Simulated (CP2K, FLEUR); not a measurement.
A CP2K input for a self-consistent single point of LaSi₃Os (I4mm, 5 atoms in the cell) (DFT LDA (Pade form), GPW, DZVP-MOLOPT-SR-GTH basis, GTH-PADE potentials (GTH_POTENTIALS)):

```
&GLOBAL
  PROJECT bulk
  RUN_TYPE ENERGY_FORCE
  PRINT_LEVEL LOW
&END GLOBAL
&FORCE_EVAL
  METHOD Quickstep
  STRESS_TENSOR ANALYTICAL
  &DFT
    BASIS_SET_FILE_NAME BASIS_MOLOPT
    BASIS_SET_FILE_NAME BASIS_MOLOPT_UCL
    POTENTIAL_FILE_NAME GTH_POTENTIALS
    &QS
      METHOD GPW
      EPS_DEFAULT 1E-10
    &END QS
    &MGRID
      CUTOFF 500
      REL_CUTOFF 50
      NGRIDS 5
    &END MGRID
    &SCF
      SCF_GUESS ATOMIC
      EPS_SCF 1E-6
      MAX_SCF 100
      ADDED_MOS 7
      &DIAGONALIZATION
        ALGORITHM STANDARD
      &END DIAGONALIZATION
      &MIXING
        METHOD BROYDEN_MIXING
        ALPHA 0.2
        NBUFFER 12
      &END MIXING
      &SMEAR ON
        METHOD GAUSSIAN
        SIGMA [eV] 0.1
      &END SMEAR
    &END SCF
    &KPOINTS
      SCHEME MONKHORST-PACK 8 8 8
      GAMMA_CENTERED T
    &END KPOINTS
    &XC
      &XC_FUNCTIONAL PADE
      &END XC_FUNCTIONAL
    &END XC
    &PRINT
      &MO
        EIGENVALUES T
        OCCUPATION_NUMBERS T
        NDIGITS 8
        FILENAME mo
        &EACH
          QS_SCF 0
        &END EACH
        ADD_LAST NUMERIC
      &END MO
      &MULLIKEN OFF
      &END MULLIKEN
    &END PRINT
  &END DFT
  &SUBSYS
    &CELL
      ABC 5.83814100 5.83814133 5.83814115
      ALPHA_BETA_GAMMA 136.93144543 136.93144416 62.54354732
      PERIODIC XYZ
    &END CELL
    &COORD
      La       8.51767486     5.17308202     0.00000000
      Si       3.57618489     2.17194223     0.00000000
      Si       1.43479066     2.64425225     1.51528400
      Si       3.00795266     0.05398125     1.51528400
      Os       5.59010798     3.39506820     0.00000000
    &END COORD
    &KIND La
      BASIS_SET DZVP-MOLOPT-SR-GTH-q11
      POTENTIAL GTH-PADE-q11
    &END KIND
    &KIND Si
      BASIS_SET DZVP-MOLOPT-SR-GTH-q4
      POTENTIAL GTH-PADE-q4
    &END KIND
    &KIND Os
      BASIS_SET DZVP-MOLOPT-SR-GTH-q16
      POTENTIAL GTH-PADE-q16
    &END KIND
  &END SUBSYS
  &PRINT
    &FORCES ON
    &END FORCES
    &STRESS_TENSOR ON
    &END STRESS_TENSOR
  &END PRINT
&END FORCE_EVAL
```

Problem. Give the FLEUR input for the same structure, mesh, smearing and functional.

Solution. One input that does it (others would too):

Input of the input generator:

```
LaSi3Os
&input film=f /
-4.0495602529 4.0495602529 9.4296294269
4.0495602529 -4.0495602529 9.4296294269
4.0495602529 4.0495602529 -9.4296294269
1.0
1.0 1.0 1.0

5
57 0.9985600000 0.9985600000 0.0000000000
14 0.4192500000 0.4192500000 0.0000000000
14 0.2604200000 0.7604200000 0.5000000000
14 0.7604200000 0.2604200000 0.5000000000
76 0.6553500000 0.6553500000 0.0000000000

&comp jspins=1 /
&exco xctyp='vwn' /
&kpt div1=8 div2=8 div3=8 gamma=t /
&end /
```

```xml
<?xml version="1.0" encoding="UTF-8" standalone="no"?>
<fleurInput fleurInputVersion="0.39">
   <comment>
      LaSi3Os                                                                                             
   </comment>
   <calculationSetup>
      <cutoffs Kmax="4.0" Gmax="16.0" GmaxXC="16.0" numbands="0"/>
      <scfLoop itmax="60" minDistance="0.00001" maxIterBroyd="15" imix="Anderson" alpha="0.05" precondParam="0.0" spinf="2.0"/>
      <coreElectrons ctail="T" frcor="F" kcrel="0" coretail_lmax="0"/>
      <xcFunctional name="vwn" relativisticCorrections="F"/>
      <magnetism jspins="1"/>
      <soc l_soc="F" theta="0.0" phi="0.0" spav="F"/>
      <expertModes spex="0" secvar="F"/>
      <geometryOptimization l_f="T" forcealpha="1.0" forcemix="BFGS" epsdisp="0.00001" epsforce="0.00001"/>
      <ldaU l_linMix="F" mixParam="0.05" spinf="1.0"/>
   </calculationSetup>
   <cell>
      <bzIntegration valenceElectrons="37.0" mode="gauss" fermiSmearingEnergy="0.00367493">
         <kPointListSelection listName="default-1"/>
         <!-- k-points included here -->
         <xi:include xmlns:xi="http://www.w3.org/2001/XInclude" href="kpts.xml"> </xi:include>
      </bzIntegration>
      <!-- symmetry operations included here -->
      <xi:include xmlns:xi="http://www.w3.org/2001/XInclude" href="sym.xml"> </xi:include>
      <bulkLattice scale="1.0">
         <bravaisMatrix>
            <row-1>   -4.0495602529000001     4.0495602529000001     9.4296294269000001</row-1>
            <row-2>    4.0495602529000001    -4.0495602529000001     9.4296294269000001</row-2>
            <row-3>    4.0495602529000001     4.0495602529000001    -9.4296294269000001</row-3>
         </bravaisMatrix>
      </bulkLattice>
   </cell>
   <atomSpecies>
      <species name="Lanthanum (La)" element="La" atomicNumber="57">
         <mtSphere radius="2.68" gridPoints="925" logIncrement="0.014"/>
         <atomicCutoffs lmax="10" lnonsphr="8"/>
         <electronConfig flipSpins="F">
            <coreConfig>(1s1/2) (2s1/2) (2p1/2) (2p3/2) (3s1/2) (3p1/2) (3p3/2) (4s1/2) (3d3/2) (3d5/2) (4p1/2) (4p3/2) (4d3/2) (4d5/2)</coreConfig>
            <valenceConfig>(5s1/2) (5p1/2) (5p3/2) (6s1/2) (5d3/2) (5d5/2)</valenceConfig>
            <stateOccupation state="(5d3/2)" spinUp="0.2" spinDown="0.2"/>
            <stateOccupation state="(5d5/2)" spinUp="0.3" spinDown="0.3"/>
         </electronConfig>
         <energyParameters s="6" p="6" d="5" f="4"/>
         <lo type="SCLO" l="0" n="5" eDeriv="0"/>
         <lo type="SCLO" l="1" n="5" eDeriv="0"/>
      </species>
      <species name="Silicon (Si)" element="Si" atomicNumber="14">
         <mtSphere radius="1.64" gridPoints="565" logIncrement="0.02"/>
         <atomicCutoffs lmax="6" lnonsphr="4"/>
         <electronConfig flipSpins="F">
            <coreConfig>(1s1/2) (2s1/2) (2p1/2) (2p3/2)</coreConfig>
            <valenceConfig>(3s1/2) (3p1/2) (3p3/2)</valenceConfig>
            <stateOccupation state="(3p1/2)" spinUp="0.3333333333333" spinDown="0.3333333333333"/>
            <stateOccupation state="(3p3/2)" spinUp="0.6666666666667" spinDown="0.6666666666667"/>
         </electronConfig>
         <energyParameters s="3" p="3" d="3" f="4"/>
      </species>
      <species name="Osmium (Os)" element="Os" atomicNumber="76">
         <mtSphere radius="2.52" gridPoints="869" logIncrement="0.015"/>
         <atomicCutoffs lmax="10" lnonsphr="8"/>
         <electronConfig flipSpins="F">
            <coreConfig>(1s1/2) (2s1/2) (2p1/2) (2p3/2) (3s1/2) (3p1/2) (3p3/2) (4s1/2) (3d3/2) (3d5/2) (4p1/2) (4p3/2) (5s1/2) (4d3/2) (4d5/2) (4f5/2) (4f7/2)</coreConfig>
            <valenceConfig>(5p1/2) (5p3/2) (6s1/2) (5d3/2) (5d5/2)</valenceConfig>
            <stateOccupation state="(5d3/2)" spinUp="1.2" spinDown="1.2"/>
            <stateOccupation state="(5d5/2)" spinUp="1.8" spinDown="1.8"/>
         </electronConfig>
         <energyParameters s="6" p="6" d="5" f="5"/>
         <lo type="SCLO" l="1" n="5" eDeriv="0"/>
      </species>
   </atomSpecies>
   <atomGroups>
      <atomGroup species="Lanthanum (La)">
         <relPos label="                   1">-.0014400000 -.0014400000 .0000000000</relPos>
         <force calculate="T" relaxXYZ="TTT"/>
      </atomGroup>
      <atomGroup species="Silicon (Si)">
         <relPos label="                   2">.4192500000 .4192500000 .0000000000</relPos>
         <force calculate="T" relaxXYZ="TTT"/>
      </atomGroup>
      <atomGroup species="Silicon (Si)">
         <relPos label="                   3">.2604200000 -.2395800000 1.000/2.000</relPos>
         <relPos label="                   4">-.2395800000 .2604200000 1.000/2.000</relPos>
         <force calculate="T" relaxXYZ="TTT"/>
      </atomGroup>
      <atomGroup species="Osmium (Os)">
         <relPos label="                   5">-.3446500000 -.3446500000 .0000000000</relPos>
         <force calculate="T" relaxXYZ="TTT"/>
      </atomGroup>
   </atomGroups>
   <output dos="F" band="F" slice="F">
      <checks vchk="F" cdinf="F"/>
      <bandDOS minEnergy="-.5*Htr" maxEnergy="0.5*Htr" sigma="0.015" storeEVData="T"/>
      <vacuumDOS vacdos="F" integ="F" star="F" nstars="0" locx1="0.0" locy1="0.0" locx2="0.0" locy2="0.0" nstm="0" tworkf="0.0"/>
      <unfoldingBand unfoldBand="F" supercellX="1" supercellY="1" supercellZ="1"/>
      <plotting iplot="0" polar="F">
         <plot TwoD="T" vec1="  1.0  0.0  0.0" vec2="  0.0  1.0  0.0" vec3="  0.0  0.0  1.0" zero="  0.0  0.0  0.0" file="plot"/>
      </plotting>
      <chargeDensitySlicing numkpt="0" minEigenval="0.0" maxEigenval="0.0" nnne="0" pallst="F"/>
      <specialOutput eonly="F"/>
      <magneticCircularDichroism mcd="F" energyLo="-10.0" energyUp="0.0"/>
   </output>
  <!-- We include the file relax.xml here to enable relaxations (see documentation) -->
  <xi:include xmlns:xi="http://www.w3.org/2001/XInclude" href="relax.xml"> <xi:fallback/> </xi:include>
</fleurInput>
```

Basis, cutoffs, solver keys and any potentials are the target program's own. This input uses DFT, LDA (Vosko-Wilk-Nusair), all-electron FLAPW (FLEUR), scalar-relativistic valence. LDA parametrisations can differ slightly between programs.

The starting cell comes from a database of computed structures (which also holds hypothetical and non-ambient phases and stackings), without a prior relaxation at this level.
